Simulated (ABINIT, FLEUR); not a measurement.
An ABINIT input for a self-consistent single point of SrAs₂Ru₂ (I4/mmm, 5 atoms in the cell) (DFT, LDA (PW92), plane waves, norm-conserving pseudopotentials (PseudoDojo nc-sr-04 LDA standard)):

```
# Sr(AsRu)2, PseudoDojo nc-sr-04 LDA standard
pp_dirpath "./"
pseudos "Sr.upf, As.upf, Ru.upf"
acell 3*1.0
rprim
        -3.9446237612    3.9446237612   10.7723459789
         3.9446237612   -3.9446237612   10.7723459789
         3.9446237612    3.9446237612  -10.7723459789
natom 5
ntypat 3
znucl 38 33 44
typat 1 2 2 3 3
xred
         0.0000000000    0.0000000000    0.0000000000
         0.6432200000    0.6432200000    0.0000000000
         0.3567800000    0.3567800000    0.0000000000
         0.2500000000    0.7500000000    0.5000000000
         0.7500000000    0.2500000000    0.5000000000
ecut 44
ixc 7
occopt 7
tsmear 0.05 eV
nband 46
kptopt 1
ngkpt 6 6 6
nshiftk 1
shiftk 0 0 0
nstep 100
tolvrs 1.0e-10
prtwf 0
prtden 0
```

Question: Write the same calculation as an input for FLEUR.

Answer: One input that does it (others would too):

Input of the input generator:

```
Sr(AsRu)2
&input film=f /
-3.9446237612 3.9446237612 10.7723459789
3.9446237612 -3.9446237612 10.7723459789
3.9446237612 3.9446237612 -10.7723459789
1.0
1.0 1.0 1.0

5
38 0.0000000000 0.0000000000 0.0000000000
33 0.6432200000 0.6432200000 0.0000000000
33 0.3567800000 0.3567800000 0.0000000000
44 0.2500000000 0.7500000000 0.5000000000
44 0.7500000000 0.2500000000 0.5000000000

&comp jspins=1 /
&exco xctyp='vwn' /
&kpt div1=6 div2=6 div3=6 gamma=t /
&end /
```

```xml
<?xml version="1.0" encoding="UTF-8" standalone="no"?>
<fleurInput fleurInputVersion="0.39">
   <comment>
      Sr(AsRu)2                                                                                           
   </comment>
   <calculationSetup>
      <cutoffs Kmax="3.8" Gmax="15.2" GmaxXC="15.2" numbands="0"/>
      <scfLoop itmax="60" minDistance="0.00001" maxIterBroyd="99" imix="Anderson" alpha="0.05" precondParam="0.0" spinf="2.0"/>
      <coreElectrons ctail="T" frcor="F" kcrel="0" coretail_lmax="0"/>
      <xcFunctional name="vwn" relativisticCorrections="F"/>
      <magnetism jspins="1"/>
      <soc l_soc="F" theta="0.0" phi="0.0" spav="F"/>
      <expertModes spex="0" secvar="F"/>
      <geometryOptimization l_f="T" forcealpha="1.0" forcemix="BFGS" epsdisp="0.00001" epsforce="0.00001"/>
      <ldaU l_linMix="F" mixParam="0.05" spinf="1.0"/>
   </calculationSetup>
   <cell>
      <bzIntegration valenceElectrons="68.0" mode="gauss" fermiSmearingEnergy="0.00183747">
         <kPointListSelection listName="default-1"/>
         <!-- k-points included here -->
         <xi:include xmlns:xi="http://www.w3.org/2001/XInclude" href="kpts.xml"> </xi:include>
      </bzIntegration>
      <!-- symmetry operations included here -->
      <xi:include xmlns:xi="http://www.w3.org/2001/XInclude" href="sym.xml"> </xi:include>
      <bulkLattice scale="1.0">
         <bravaisMatrix>
            <row-1>   -3.9446237611999999     3.9446237611999999    10.7723459789000007</row-1>
            <row-2>    3.9446237611999999    -3.9446237611999999    10.7723459789000007</row-2>
            <row-3>    3.9446237611999999     3.9446237611999999   -10.7723459789000007</row-3>
         </bravaisMatrix>
      </bulkLattice>
   </cell>
   <atomSpecies>
      <species name="Strontium (Sr)" element="Sr" atomicNumber="38">
         <mtSphere radius="2.63" gridPoints="925" logIncrement="0.014"/>
         <atomicCutoffs lmax="10" lnonsphr="8"/>
         <electronConfig flipSpins="F">
            <coreConfig>(1s1/2) (2s1/2) (2p1/2) (2p3/2) (3s1/2) (3p1/2) (3p3/2) (3d3/2) (3d5/2)</coreConfig>
            <valenceConfig>(4s1/2) (4p1/2) (4p3/2) (5s1/2)</valenceConfig>
         </electronConfig>
         <energyParameters s="5" p="5" d="4" f="4"/>
         <lo type="SCLO" l="0" n="4" eDeriv="0"/>
         <lo type="SCLO" l="1" n="4" eDeriv="0"/>
      </species>
      <species name="Arsenic (As)" element="As" atomicNumber="33">
         <mtSphere radius="2.09" gridPoints="737" logIncrement="0.017"/>
         <atomicCutoffs lmax="8" lnonsphr="6"/>
         <electronConfig flipSpins="F">
            <coreConfig>(1s1/2) (2s1/2) (2p1/2) (2p3/2) (3s1/2) (3p1/2) (3p3/2)</coreConfig>
            <valenceConfig>(4s1/2) (3d3/2) (3d5/2) (4p1/2) (4p3/2)</valenceConfig>
            <stateOccupation state="(4p1/2)" spinUp="0.5" spinDown="0.5"/>
            <stateOccupation state="(4p3/2)" spinUp="1.0" spinDown="1.0"/>
         </electronConfig>
         <energyParameters s="4" p="4" d="3" f="4"/>
      </species>
      <species name="Ruthenium (Ru)" element="Ru" atomicNumber="44">
         <mtSphere radius="2.09" gridPoints="737" logIncrement="0.017"/>
         <atomicCutoffs lmax="8" lnonsphr="6"/>
         <electronConfig flipSpins="F">
            <coreConfig>(1s1/2) (2s1/2) (2p1/2) (2p3/2) (3s1/2) (3p1/2) (3p3/2) (4s1/2) (3d3/2) (3d5/2)</coreConfig>
            <valenceConfig>(4p1/2) (4p3/2) (5s1/2) (4d3/2) (4d5/2)</valenceConfig>
            <stateOccupation state="(5s1/2)" spinUp="0.5" spinDown="0.5"/>
            <stateOccupation state="(4d3/2)" spinUp="1.4" spinDown="1.4"/>
            <stateOccupation state="(4d5/2)" spinUp="2.1" spinDown="2.1"/>
         </electronConfig>
         <energyParameters s="5" p="5" d="4" f="4"/>
         <lo type="SCLO" l="1" n="4" eDeriv="0"/>
      </species>
   </atomSpecies>
   <atomGroups>
      <atomGroup species="Strontium (Sr)">
         <relPos label="                   1">.0000000000 .0000000000 .0000000000</relPos>
         <force calculate="T" relaxXYZ="TTT"/>
      </atomGroup>
      <atomGroup species="Arsenic (As)">
         <relPos label="                   2">-.3567800000 -.3567800000 .0000000000</relPos>
         <relPos label="                   3">.3567800000 .3567800000 .0000000000</relPos>
         <force calculate="T" relaxXYZ="TTT"/>
      </atomGroup>
      <atomGroup species="Ruthenium (Ru)">
         <relPos label="                   4">1.000/4.000 -1.000/4.000 1.000/2.000</relPos>
         <relPos label="                   5">-1.000/4.000 1.000/4.000 1.000/2.000</relPos>
         <force calculate="T" relaxXYZ="TTT"/>
      </atomGroup>
   </atomGroups>
   <output dos="F" band="F" slice="F">
      <checks vchk="F" cdinf="F"/>
      <bandDOS minEnergy="-.5*Htr" maxEnergy="0.5*Htr" sigma="0.015" storeEVData="T"/>
      <vacuumDOS vacdos="F" integ="F" star="F" nstars="0" locx1="0.0" locy1="0.0" locx2="0.0" locy2="0.0" nstm="0" tworkf="0.0"/>
      <unfoldingBand unfoldBand="F" supercellX="1" supercellY="1" supercellZ="1"/>
      <plotting iplot="0" polar="F">
         <plot TwoD="T" vec1="  1.0  0.0  0.0" vec2="  0.0  1.0  0.0" vec3="  0.0  0.0  1.0" zero="  0.0  0.0  0.0" file="plot"/>
      </plotting>
      <chargeDensitySlicing numkpt="0" minEigenval="0.0" maxEigenval="0.0" nnne="0" pallst="F"/>
      <specialOutput eonly="F"/>
      <magneticCircularDichroism mcd="F" energyLo="-10.0" energyUp="0.0"/>
   </output>
  <!-- We include the file relax.xml here to enable relaxations (see documentation) -->
  <xi:include xmlns:xi="http://www.w3.org/2001/XInclude" href="relax.xml"> <xi:fallback/> </xi:include>
</fleurInput>
```

Basis, cutoffs, solver keys and any potentials are the target program's own. This input uses DFT, LDA (Vosko-Wilk-Nusair), all-electron FLAPW (FLEUR), scalar-relativistic valence. LDA parametrisations can differ slightly between programs.

The starting cell comes from a database of computed structures (which also holds hypothetical and non-ambient phases and stackings), without a prior relaxation at this level.
